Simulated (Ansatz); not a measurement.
CaWO4 (I4₁/a, No. 88, 12 atoms in the cell; start mp-1103190)

Method: LDA in Ansatz (PAW).

Run with plane-wave cutoff 500 eV, 8×8×10 k mesh (along the axes of the cell as run), gaussian smearing 0.02 eV, no spin polarisation, scalar-relativistic PAW data made under PBE.

Cell (relaxed at this level):

Space group I4₁/a, origin choice 1 (No. 88); a = 5.1523 Å, b = 5.1523 Å, c = 11.0129 Å, α = 90.00°, β = 90.00°, γ = 90.00°

```csv
atom,site,symmetry,x,y,z
Ca,4b,-4..,0.0000,0.0000,0.5000
W,4a,-4..,0.0000,0.0000,0.0000
O,16f,1,0.2408,0.1619,0.0887
```
(The calculation used a cell of 12 atoms; values per cell refer to that cell.)

| Quantity | Value |
|---|---|
| band gap | 4.05 eV (on the SCF k mesh) |

Note: the relaxation could not lower the start's symmetry, so the cell can be a saddle point above a distorted one.

Spin–orbit coupling is not included.

The computed numbers hold no vibrational or temperature effects.

A start named mp-… is a Materials Project structure, which need not be a measured phase.

Ansatz is a first-principles code.
